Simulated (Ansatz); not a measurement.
BaAl4 (I4/mmm, No. 139), treated with PBEsol+SOC (Ansatz, a quantum-chemistry and plane-wave program, PAW).

Settings: plane-wave cutoff 520 eV, 18×18×18 k mesh, Fermi–Dirac smearing 0.05 eV, PAW data made under PBE.

Response to compression and expansion:

Shape and atoms are relaxed at each volume.

| V (Å³/atom) | P (GPa) | c (Å) | a (Å) |
|---|---|---|---|
| 21.989 | 2.45 | 11.132 | 4.444 |
| 22.447 | 1.16 | 11.187 | 4.479 |
| 22.905 | 0.00 | 11.242 | 4.514 |
| 23.363 | -1.05 | 11.300 | 4.547 |
| 23.821 | -1.99 | 11.357 | 4.580 |

Note: the bulk modulus comes from volumes at which shape and atoms were relaxed.
